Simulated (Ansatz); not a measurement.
La2O3, pressure series

The reference is La2O3 (space group P-3m1, No. 164; a = 3.935 Å, c = 6.126 Å).

Cell and atoms are relaxed at each pressure.

Calculations: r2SCAN, PAW, 500 eV (Ansatz, a first-principles code; spin-orbit coupling left out), earlier PAW set.

```
P (GPa)  V (Å³/atom)
-------  -----------
-2.00         16.726
-1.00         16.575
0.90          16.305
2.10          16.144
4.51          15.843
9.00          15.338
15.01         14.761
22.50         14.164
30.00         13.673
```

Fit a third-order Birch–Murnaghan equation of state.

Least squares on P(V) = (3B₀/2)[(V₀/V)^(7/3) − (V₀/V)^(5/3)]·[1 + (3/4)(B₀′ − 4)((V₀/V)^(2/3) − 1)] gives V₀ = 16.43 Å³/atom, B₀ = 110 GPa and B₀′ = 3.9.

Load acts through the strain it causes; cell and atoms are relaxed under it. Whether these cells are dynamically stable was not tested. Competing high-pressure phases were not computed.
